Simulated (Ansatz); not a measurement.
Take SnTe in the rock salt structure (space group Fm-3m, No. 225) as the base.

```xyz
2
Lattice="0.0000 3.1856 3.1856 3.1856 0.0000 3.1856 3.1856 3.1856 0.0000" Properties=species:S:1:pos:R:3 pbc="T T T"
Te     0.0000     0.0000     0.0000
Sn     3.1856     3.1856     3.1856
```

Cartesian axes are those of the cell as printed.

Calculations: Ansatz (a quantum-chemistry and plane-wave program) r2SCAN, no SOC, earlier PAW set.

Modification: the cell is scaled by 0.9711 in all directions, atoms relaxed at fixed cell.

Q: Predict the stress tensor and what it implies for the stiffness.

A: Stress of the strained cell less that of the base (GPa, compression positive):
```
   4.69    0.00    0.00
   0.00    4.69    0.00
   0.00    0.00    4.69
```

Then B = −ΔP/(ΔV/V₀) with ΔV/V₀ = -0.0842 gives secant stiffness values (nonlinear terms included at this strain): B ≈ 56 GPa.

As a check, the harmonic strain energy −½ V₀ Δσ:ε is 41 meV/atom; the computed energy rise is 37 meV/atom.

Stability against distortions was not tested.
